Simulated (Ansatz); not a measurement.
The starting structures come from a database of crystals and need not be the phases stable at ambient conditions.

Crystal: ScOF (P4/nmm, not sure to be the ambient phase, 6 atoms a cell, 11.3 Å³ an atom, -5 GPa at this level); planes in its conventional cell.

These are r2SCAN (plane waves, PAW; Ansatz, an electronic-structure program) values and carry that method's errors.

The gap is the functional's own. No spin-orbit coupling. Mid-gap values are interpolated on the energy grid.

```csv
plane,area of the cell (Å²),mid-gap κ (1/Å),largest κ in the gap (1/Å)
(110),26.5,0.40,0.40
(001),13.2,___,___
```

Problem. The slowest decay depends on the direction. Supply the withheld values.

Solution. 
- (001), mid-gap κ (1/Å): 0.49
- (001), largest κ in the gap (1/Å): 0.50
